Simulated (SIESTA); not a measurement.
Band structure of LiAgF₄ (P2/m, 6 atoms in the cell).

```
CELL_PARAMETERS angstrom
      4.74701     0.00000     0.00000
      0.00000     3.55492     0.00000
     -0.20758     0.00000     4.76562
ATOMIC_POSITIONS crystal
  Li 0.50000 0.50000 0.50000
  Ag 0.00000 0.00000 0.00000
  F  0.67496 0.00000 0.70499
  F  0.32504 0.00000 0.29501
  F  0.81325 0.50000 0.21330
  F  0.18675 0.50000 0.78670
```
Moments meant for the start (each program seeds them in its own way; μB, in the order of the atoms Li Ag F F F F): 0.0 1.0 0.0 0.0 0.0 0.0.

Method: GGA PBEsol, numerical atomic orbitals TZP, PseudoDojo PBEsol standard norm-conserving potentials (rewritten from UPF to PSML) (SIESTA).

Settings: XC.functional = GGA; XC.authors = PBEsol; potentials = PseudoDojo PBEsol standard; PAO.BasisSize = TZP; PAO.EnergyShift = 0.005 Ry; MeshCutoff = 350 Ry; kgrid.MonkhorstPack = 4 5 4; OccupationFunction = FD; ElectronicTemperature = 50 meV; Spin = polarized; DM.InitSpin = [1 +0.00, 2 +1.00, 3 +0.00, 4 +0.00, 5 +0.00, 6 +0.00]; PAO.Polarization.NonPerturbative = true; MaxSCFIterations = 150; SCF.Mixer.Method = Broyden.

The starting cell comes from a database of computed structures (which also holds hypothetical and non-ambient phases and stackings), without a prior relaxation at this level. Its lattice was rescaled by a random factor within 2.5 % of one. The starting moments vanished: the run ended non-magnetic. Values carry the incompleteness of an atom-centred basis. The run gives no clean gap (levels at the Fermi energy touch, overlap or are partly filled at this smearing), which alone does not show that the compound is a metal.

Levels in eV from the Fermi level, bands 22 to 27 of the first spin channel:
```
point     22     23     24     25     26    27
-----  -----  -----  -----  -----  -----  ----
Γ      -1.17  -1.07  -0.86   0.04   0.11  5.07
Y      -1.19  -1.14  -1.07   0.12   0.33  6.47
H      -1.22  -1.09  -0.64  -0.35   0.09  7.35
C      -1.23  -1.08  -0.64  -0.36   0.09  7.36
E      -1.16  -1.12  -0.83  -0.68   0.16  8.88
M1     -1.17  -1.11  -0.83  -0.68   0.17  8.88
A      -1.29  -1.03  -0.98  -0.47   0.57  8.90
X      -1.33  -1.21  -1.08   0.13   0.27  6.51
H1     -1.22  -1.09  -0.64  -0.35   0.09  7.35
M      -1.17  -1.11  -0.83  -0.68   0.17  8.88
D      -1.21  -1.11  -1.05  -0.48   0.54  8.85
Z      -1.49  -0.91  -0.76  -0.64  -0.18  8.08
```

Bands cross the Fermi level along this path, so the cell is metallic at this level.

Higher empty bands are left out: an atom-centred basis made for the valence describes them poorly.

The net moment of the cell came out as 0.01 μB.
